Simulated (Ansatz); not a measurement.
The starting structures come from a database of crystals and need not be the phases stable at ambient conditions.

```xyz
20
Lattice="5.6780 0.0000 0.0000 0.0000 5.9280 0.0000 0.0000 0.0000 8.1782" Properties=species:S:1:pos:R:3 pbc="T T T"
Ca     0.1021     5.5681     2.0446
Ca     5.5758     0.3599     6.1337
Ca     2.9411     3.3239     6.1337
Ca     2.7368     2.6041     2.0446
Pb     2.8390     0.0000     0.0000
Pb     0.0000     2.9640     0.0000
Pb     0.0000     2.9640     4.0891
Pb     2.8390     0.0000     4.0891
O      1.7602     4.1216     3.5497
O      3.9178     1.8064     4.6286
O      4.5992     4.7704     4.6286
O      1.0788     1.1576     3.5497
O      1.0788     1.1576     0.5394
O      4.5992     4.7704     7.6388
O      3.9178     1.8064     7.6388
O      1.7602     4.1216     0.5394
O      4.9613     3.3199     2.0446
O      0.7167     2.6081     6.1337
O      2.1223     5.5722     6.1337
O      3.5557     0.3559     2.0446
```

Space group of this cell: Pnma. The cell is taken as given; by r2SCAN its mean pressure is -0.9 GPa.

Transport runs along the normal of the first two printed cell vectors.

No gap correction and no spin-orbit coupling; mid-gap values are interpolated between computed energies.

Q: Compute, with r2SCAN run with Ansatz (a program for electronic structure), the band gap and the smallest decay constant κ at mid-gap.

A: Gap 1.20 eV on a 6×6×4 mesh; κ = 0.199 1/Å, at the zone centre.
